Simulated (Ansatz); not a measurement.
Base system: NiSi (space group Pnma, No. 62; a = 5.190 Å, b = 3.350 Å, c = 5.624 Å; non-magnetic).

(Cell as relaxed with PBE.)

Levels (all Ansatz, a first-principles code, PAW): PBE (420 eV, spin-orbit coupling left out); r2SCAN (500 eV, no spin-orbit coupling).

Each level relaxes its own structure.

| base | PBE | r2SCAN |
|---|---|---|
| volume per atom | 12.22 Å³ | 11.90 Å³ |
| band gap | zero | zero |

Modification: a hydrostatic pressure of 7.5 GPa.

```json
[
 {"quantity": "shortest interatomic distance", "PBE": "226.5 pm", "r2SCAN": "…"},
 {"quantity": "band gap", "PBE": "zero", "r2SCAN": "…"}
]
```

### Question
Predict the r2SCAN column.

### Answer

- shortest interatomic distance, r2SCAN: 224.4 pm
- band gap, r2SCAN: zero

PBE's shortest interatomic distance lies 2.16 pm above r2SCAN's (1.0 %); the two agree on the band gap. Neither level is exact; r2SCAN is the comparison here, not a measurement.

Load acts through the strain it causes; cell and atoms are relaxed under it. No phonon test of stability was made. Competing high-pressure phases were not computed. Seeded moments were not kept for the base. The final runs are not spin-polarised.
